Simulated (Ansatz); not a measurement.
Take CdSe in the zinc blende structure (space group F-43m, No. 216) as the base.

```
CELL_PARAMETERS angstrom
      0.00000     3.06658     3.06658
      3.06658     0.00000     3.06658
      3.06658     3.06658     0.00000
ATOMIC_POSITIONS crystal
  Cd 0.00000 0.00000 0.00000
  Se 0.25000 0.25000 0.25000
```

Cartesian axes are those of the cell as printed.

The values are results of Ansatz (a program for electronic structure) r2SCAN, without spin-orbit coupling, not measurements.

One thing is altered: the cell is compressed by 2.00 % along z with no lateral relaxation; the atoms relax in the strained cell.

Question: What does the calculation give for the energy relative to the base and hole mass after the change?

Answer: The energy increases by 2.3 meV/atom; the hole mass is 0.099 mₑ along z, 0.67 mₑ across (at Γ).

The levels and masses belong to the bands next to the band gap. Effective masses come from finite differences of ±0.01 Å⁻¹. Whether these cells are dynamically stable was not tested.
